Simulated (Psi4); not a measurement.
Psi4 1.11, TPSS/def2-svpd: Ta(O)(OH)2(Me) ([CH3][Ta](=[O])([OH])[OH]), 10 atoms. The geometry is a generated start, not checked to be a minimum at this level.

- task: energy
- method: tpss
- basis: def2-svpd
- memory: 3 GB
- maxiter: 100
- keys of the molecule block: symmetry c1
- scf_type: df (default)
- guess: auto, which took SAD (default)
- scf_initial_accelerator: adiis (default)
- e_convergence: 1e-06 (default)
- d_convergence: 1e-06 (default)
- dft_radial_points: 75 (default)
- dft_spherical_points: 302 (default)
- effective core potentials: those of the basis set, past Kr
- basis functions: 164
- grid points: 216467

```xyz
10

Ta     0.6159     0.6138    -0.0421
O      1.8185    -0.0359    -1.0752
O      1.1007     0.4798     1.7184
H      1.6804     0.3153     2.4625
O     -0.4580     1.8112    -0.9139
H     -0.7664     2.3745    -1.6245
C     -0.8227    -1.1710    -0.1226
H     -0.4700    -1.9026    -0.8449
H     -1.8186    -0.8405    -0.4136
H     -0.8797    -1.6445     0.8557
```

Charge 0 and multiplicity 1 are set for this test and not shown to be the ground state.

One run each on 2 threads. Values of diis_max_vecs tried: 3, 6, 10 (default), 20.

**Question.** Predict the course of the SCF iterations along this series.

**Answer.** Fewest SCF iterations, within one of each other: 10 (default) with 12, 20 with 12. The count rises to 35 at 3. All converge to one solution.

| diis_max_vecs | SCF iterations | end |
|---|---|---|
| 3 | 35 | same solution |
| 6 | 15 | same solution |
| 10 (default) | 12 | same solution |
| 20 | 12 | same solution |
